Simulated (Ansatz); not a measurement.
Converging the plane-wave cutoff: Sb (Im-3m, 1 atom in the cell)

```
Sb
1.0
   -1.86198     1.86198     1.86198
    1.86198    -1.86198     1.86198
    1.86198     1.86198    -1.86198
Sb
1
Direct
  0.00000   0.00000   0.00000
```

Method of the run: LDA (PW92), default PAW files made with PBE (plane waves; Ansatz, a quantum-chemistry and plane-wave program).

Base settings: basis.ecutwfc = 420 eV; kpoints.mp_grid.grid = 12 12 12; hamiltonian.xc = lda; hamiltonian.pseudopotentials = {kind: paw} (the program's default PAW files); scf.occupations.method = gaussian; scf.occupations.width = 0.1 eV.

The second cell is the first with its lattice scaled by 0.98.

The mesh stays at the base's, so the ladder's end is converged at best in this setting alone.

The first pressure column holds Ansatz's estimate of the finite-basis (Pulay) stress, which hides part of the cutoff error; the other is without it.

Only quantities that move along the ladder and can be compared are tabulated.

The count of work is k-points × plane waves × bands × iterations; it is no time. 

The starting cell comes from a database of computed structures (which also holds hypothetical and non-ambient phases and stackings), without a prior relaxation at this level. Its lattice was rescaled by up to half a per cent.

| basis.ecutwfc | free energy less the last step's (meV/atom) | energy of the compressed cell less the first (meV/atom) | pressure (GPa) | pressure without the Pulay estimate (GPa) | count of work / last |
|---|---|---|---|---|---|
| 145 eV | 95055.29 | 287.22 | 29.05 | -2170.02 | 0.053 |
| 170 eV | 35702.97 | -60.38 | 1.56 | -1032.29 | 0.072 |
| 190 eV | 15266.19 | 111.34 | 1.57 | -509.65 | 0.076 |
| 210 eV | 6472.60 | 50.92 | -4.55 | -245.23 | 0.081 |
| 230 eV | 2683.66 | 51.71 | 2.23 | -115.42 | 0.092 |
| 250 eV | 1047.03 | 28.63 | -1.35 | -51.68 | 0.10 |
| 295 eV | 112.42 | 15.01 | -0.77 | -8.22 | 0.17 |
| 335 eV | 11.64 | 13.56 | -0.78 | -1.68 | 0.20 |
| 380 eV | 2.71 | 13.63 | -0.77 | -0.81 | 0.23 |
| 420 eV | 1.83 | 13.58 | -0.78 | -0.82 | 0.28 |
| 460 eV | 0.93 | 13.58 | -0.78 | -0.81 | 0.32 |
| 505 eV | 0.53 | 13.57 | -0.78 | -0.78 | 0.36 |
| 565 eV | 0.41 | 13.55 | -0.78 | -0.79 | 0.42 |
| 630 eV | 0.20 | 13.56 | -0.78 | -0.79 | 0.51 |
| 735 eV | 0.06 | 13.55 | -0.78 | -0.78 | 0.62 |
| 840 eV | 0.02 | 13.55 | -0.78 | -0.78 | 0.77 |
| 1010 eV | 0.00 | 13.55 | -0.78 | -0.78 | 1.0 |

Coarsest basis.ecutwfc that holds the pressure without the Pulay estimate within 0.2 GPa of the last step, with all finer ones: 380 eV, at 0.23 of the last step's count of work; the step before is off by 0.90 GPa.

Coarsest basis.ecutwfc that holds the energy of the compressed cell less the first within 1 meV/atom of the last step, with all finer ones: 335 eV, at 0.20 of the last step's count of work; the step before is off by 1.5 meV/atom.

Coarsest basis.ecutwfc that holds the free energy within 1 meV/atom of the last step, with all finer ones: 460 eV, at 0.32 of the last step's count of work; the step before is off by 1.8 meV/atom.

The energy difference between the two cells stays within 1 meV/atom of the last step's from 335 eV on, the total only from 460 eV on: much of the error is common to both cells and cancels.

At the lowest cutoff the pressure without the Pulay estimate lies 2170 GPa under the last step's, the usual sign of Pulay stress in an incomplete plane-wave basis.

Keys are those of Ansatz 0.2.
